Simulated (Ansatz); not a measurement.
## Several settings converged on FeSb (P3m1, 4 atoms in the cell)

```
CELL_PARAMETERS angstrom
      3.99474     0.00000     0.00000
     -1.99737     3.45954     0.00000
      0.00000     0.00000     4.99466
ATOMIC_POSITIONS crystal
  Fe 0.00000 0.00000 0.01001
  Fe 0.00000 0.00000 0.50000
  Sb 0.66667 0.33333 0.25000
  Sb 0.33333 0.66667 0.75000
```
Moments meant for the start (each program seeds them in its own way; μB, in the order of the atoms Fe Fe Sb Sb): 4.0 4.0 0.0 0.0.

Base method: LDA (PW92), default PAW files made with PBE (plane waves; Ansatz, an electronic-structure program).

Base settings: basis.ecutwfc = 420 eV; kpoints.mp_grid.grid = 7 7 5; hamiltonian.xc = lda; hamiltonian.pseudopotentials = {kind: paw} (the program's default PAW files); magnetization.spin_polarized = true; scf.occupations.method = fermi_dirac; scf.occupations.width = 0.1 eV.

The count of work is k-points × plane waves × bands × iterations; it is no time. Core times come from one kind of shared machine, to one figure; runs under 30 s give none.

**The k-point mesh**

The second cell is the first with its lattice scaled by 0.98.

Only quantities that move along the ladder and can be compared are tabulated.

| kpoints.mp_grid.grid | free energy less the last step's (meV/atom) | energy of the compressed cell less the first (meV/atom) | pressure (GPa) | largest difference of a force vector from the last step's (eV/Å) | net moment (μB/atom) | count of work / last |
|---|---|---|---|---|---|---|
| 2 2 1 | -30.30 | -30.72 | -8.28 | 0.254 | 0.661 | 0.011 |
| 3 3 2 | 4.51 | -28.91 | -8.35 | 0.098 | 0.571 | 0.042 |
| 5 5 3 | 5.10 | -27.11 | -7.67 | 0.008 | 0.579 | 0.090 |
| 6 6 4 | 0.62 | -26.42 | -7.46 | 0.011 | 0.607 | 0.18 |
| 7 7 5 | 0.73 | -26.35 | -7.61 | 0.003 | 0.591 | 0.24 |
| 8 8 6 | 0.22 | -26.72 | -7.73 | 0.003 | 0.582 | 0.35 |
| 12 12 9 | 0.00 | -26.35 | -7.68 | 0.000 | 0.587 | 1.0 |

Coarsest kpoints.mp_grid.grid that holds the pressure within 0.2 GPa of the last step, with all finer ones: 7 7 5, at 0.24 of the last step's count of work; the step before is off by 0.22 GPa.

Coarsest kpoints.mp_grid.grid that holds the forces within 0.02 eV/Å of the last step, with all finer ones: 5 5 3, at 0.090 of the last step's count of work; the step before is off by 0.098 eV/Å.

Coarsest kpoints.mp_grid.grid that holds the net moment within 0.05 μB/atom of the last step, with all finer ones: 3 3 2, at 0.042 of the last step's count of work; the step before is off by 0.074 μB/atom.

The energy difference between the two cells stays within 1 meV/atom of the last step's from 5 5 3 on, the total only from 6 6 4 on: much of the error is common to both cells and cancels.

Two neighbours can agree and both be off: 3 3 2 and 5 5 3 differ by 0.59 meV/atom in the free energy, yet lie about 5.1 meV/atom from the last step.

**The k-point mesh at a smearing width of 0.05 eV**

In this ladder: scf.occupations.width = 0.05 eV.

The second cell is the first with its lattice scaled by 0.98.

Only quantities that move along the ladder and can be compared are tabulated.

| kpoints.mp_grid.grid | free energy less the last step's (meV/atom) | energy of the compressed cell less the first (meV/atom) | pressure (GPa) | largest difference of a force vector from the last step's (eV/Å) | net moment (μB/atom) | count of work / last |
|---|---|---|---|---|---|---|
| 4 4 3 | 1.18 | -28.35 | -8.17 | 0.021 | 0.543 | 0.037 |
| 6 6 4 | 2.44 | -30.10 | -7.68 | 0.040 | 0.600 | 0.093 |
| 9 9 6 | -0.62 | -27.80 | -8.04 | 0.003 | 0.570 | 0.21 |
| 13 13 9 | -0.01 | -27.97 | -7.95 | 0.001 | 0.578 | 0.63 |
| 15 15 11 | 0.00 | -28.09 | -7.97 | 0.000 | 0.575 | 1.0 |

Coarsest kpoints.mp_grid.grid that holds the forces within 0.005 eV/Å of the last step, with all finer ones: 9 9 6, at 0.21 of the last step's count of work; the step before is off by 0.040 eV/Å.

Coarsest kpoints.mp_grid.grid that holds the free energy within 0.5 meV/atom of the last step, with all finer ones: 13 13 9; the step before is off by 0.62 meV/atom.

Coarsest kpoints.mp_grid.grid that holds the net moment within 0.02 μB/atom of the last step, with all finer ones: 9 9 6, at 0.21 of the last step's count of work; the step before is off by 0.025 μB/atom.

**The width of Methfessel-Paxton smearing**

In this ladder: kpoints.mp_grid.grid = 12 12 8; scf.occupations.method = methfessel_paxton.

Narrow widths need finer meshes than wide ones, so the last steps can hold mesh noise.

Only quantities that move along the ladder and can be compared are tabulated; pressure and forces are left out, as mesh noise rules them at narrow widths.

```csv
scf.occupations.width,free energy less the last step's (meV/atom),net moment (μB/atom),core time / last (rough)
1 eV,5.77,0.667,4
0.5 eV,2.32,0.619,2
0.3 eV,-0.54,0.585,1
0.1 eV,0.00,0.563,1
```

State of the net moment at the end of the ladder: still drifting one way, by 0.056 μB/atom over the last two steps, so the last step is no safe reference.

Widest scf.occupations.width that holds the free energy within 2 meV/atom of the last step, with all finer ones: 0.3 eV; the step before is off by 2.3 meV/atom.

On the base run: the starting cell comes from a database of computed structures (which also holds hypothetical and non-ambient phases and stackings), without a prior relaxation at this level. Its lattice was rescaled by up to half a per cent. One atom was moved a little off its site on purpose. The magnetic order is the one reached from the typed start; others were not searched systematically. In the base run, with a pressure of about -8 GPa the cell is away from its equilibrium volume at this level. Ansatz's pressure includes its estimate of the finite-basis (Pulay) stress.

Left out of this page: 2 runs of the series outside the window shown, repeating another row's setting, or not comparable.

Keys are those of Ansatz 0.2.
